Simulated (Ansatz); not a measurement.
What O → Te does to KTaO3

Start from KTaO$_{3}$ in the cubic perovskite structure (space group Pm-3m, No. 221; a = 3.985 Å).

The change: full substitution O → Te, then cell and atoms are relaxed.

The values are results of DFT with PBEsol, PAW potentials and a 420 eV plane-wave cutoff in Ansatz (an electronic-structure program), without spin-orbit coupling, not measurements. Settings: 6×6×6 k-points, 0.05 eV Fermi–Dirac smearing, for the changed cell.

* **Volume per atom**: 32.43 Å³ (base 12.66 Å³)
* **Density**: 6.17 g/cm³ (base 7.03 g/cm³)
* **Lattice parameter a**: 10.304 bohr (base 7.531 bohr)
* **Space group**: Pm-3m (No. 221) (base Pm-3m (No. 221))
* **Shortest interatomic distance**: 5.152 bohr (base 3.766 bohr)
* **Band gap**: zero (base 2.14 eV)

Cost of the whole job for the changed cell (relaxation, final SCF and bands): about 2.4 core-minutes (a rough figure).

Spin-orbit coupling, missing from the scalar runs, can matter with Ta. Stability against distortions was not tested. As relaxed here, KTaTe3 is a hypothetical phase, not in the database extracts checked. The final runs are not spin-polarised. KTaTe3 has a high density of states at the Fermi level and may be magnetic at this level.
